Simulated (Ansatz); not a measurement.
**A computed series for hypothetical P6_3/mmc PtSe2: response to strain**

Take PtSe$_{2}$ in the 2H-MoS2 type structure (space group P6_3/mmc, No. 194; a = 3.591 Å, c = 11.251 Å; a hypothetical phase, not in the database extracts checked; layered, stacked along the Cartesian z axis) as the base. Axes: x lies along a and z along c of the hexagonal cell.

Strains are applied to the cell and any free atomic positions relax; under biaxial strain the out-of-plane vector relaxes too; under stress the whole cell relaxes.

Level of theory: Kohn–Sham DFT with the r2SCAN+rVV10 functional, run in Ansatz (an electronic-structure program) with PAW and 500 eV plane waves, without spin-orbit coupling.

Notes on the quantities. pressure: mean of the normal stresses, compression positive; energy relative to the base: free energy F.

```tsv
change	pressure	energy relative to the base	space group	volume per atom
base	0.0 GPa	0 meV/atom	P6_3/mmc (No. 194)	20.94 Å³
biaxial strain −2.14 %, plane normal [001], relaxed out of plane	2.1 GPa	–	P6_3/mmc (No. 194)	20.37 Å³
uniaxial strain ε_zz = +1.39 %	-0.4 GPa	+0.7 meV/atom	P6_3/mmc (No. 194)	21.23 Å³
tensor shear ε_xz = +0.56 %	0.1 GPa	-0.7 meV/atom	C2/c (No. 15)	20.94 Å³
uniaxial stress, 2 GPa tension along x	–	-0.215 eV/atom	Cmcm (No. 63)	22.35 Å³
```

Without a gap, meshes like the base's 15×15×4 leave anisotropic stresses uncertain by several tenths of a GPa, and small strain energies with them. Beyond what the load breaks, stability against distortions was not tested. All final runs are without spin polarisation. Under tensor shear ε_xz = +0.56 % the cell ends below the base's energy or with stress of the wrong sign: the atoms slid into a distortion or the cell is elastically unstable, so the base is not a stable minimum at this level. PtSe2 has a high density of states at the Fermi level and may be magnetic at this level. Under uniaxial stress, 2 GPa tension along x the cell changed shape so far that it is another structure.
